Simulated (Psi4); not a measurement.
Psi4 1.11, B3LYP/def2-svp: La(Cl)3 ([Cl][La]([Cl])[Cl]), 4 atoms. The geometry is a generated start, not checked to be a minimum at this level.

```yaml
task: energy
method: b3lyp
basis: def2-svp
memory: 3 GB
maxiter: 100
keys_of_the_molecule_block: symmetry c1
scf_type: df (default)
guess: auto, which took SAD (default)
scf_initial_accelerator: adiis (default)
e_convergence: 1e-06 (default)
d_convergence: 1e-06 (default)
dft_radial_points: 75 (default)
dft_spherical_points: 302 (default)
effective_core_potentials: those of the basis set, past Kr
basis_functions: 86
grid_points: 87535
```

```xyz
4

La     0.2973    -0.3085    -0.9745
Cl    -1.8462    -0.9525     0.1258
Cl    -0.0133     2.0634    -0.2700
Cl     1.5623    -0.8024     1.1186
```

Charge 0 and multiplicity 1 are set for this test and not shown to be the ground state.

One run each on 2 threads. Values of diis_max_vecs tried: 3, 6, 10 (default), 20.

How does the count of SCF iterations change with diis_max_vecs, and where is it least?

Fewest SCF iterations, within one of each other: 6 with 8, 10 (default) with 8, 20 with 8. The count rises to 12 at 3. All converge to one solution.

| diis_max_vecs | SCF iterations | end |
|---|---|---|
| 3 | 12 | same solution |
| 6 | 8 | same solution |
| 10 (default) | 8 | same solution |
| 20 | 8 | same solution |
